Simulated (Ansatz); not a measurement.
## A computed series for SiO2: response to strain

The parent structure is SiO$_{2}$ (space group P3_221, No. 154; a = 4.949 Å, c = 5.441 Å). Axes: x lies along a and z along c of the hexagonal cell.

Strains are applied to the cell and any free atomic positions relax; under biaxial strain the out-of-plane vector relaxes too.

Method: PBEsol in Ansatz (plane waves to 420 eV, PAW, no SOC).

Notes on the quantities. in-plane stress: mean in-plane stress (compression positive).

```tsv
case	width of the top valence band	in-plane stress
base	0.57 eV	–
biaxial strain +0.75 %, plane normal [001], relaxed out of plane	0.59 eV	-0.6 GPa
biaxial strain +1.50 %, plane normal [001], relaxed out of plane	0.60 eV	-1.1 GPa
biaxial strain +2.25 %, plane normal [001], relaxed out of plane	___	___
```

Fill in the withheld entries from the trend.


- biaxial strain +2.25 %, plane normal [001], relaxed out of plane, width of the top valence band: 0.62 eV
- biaxial strain +2.25 %, plane normal [001], relaxed out of plane, in-plane stress: -1.6 GPa

The levels and masses belong to the bands next to the band gap. Stability against distortions was not tested.

Ansatz is an electronic-structure program.
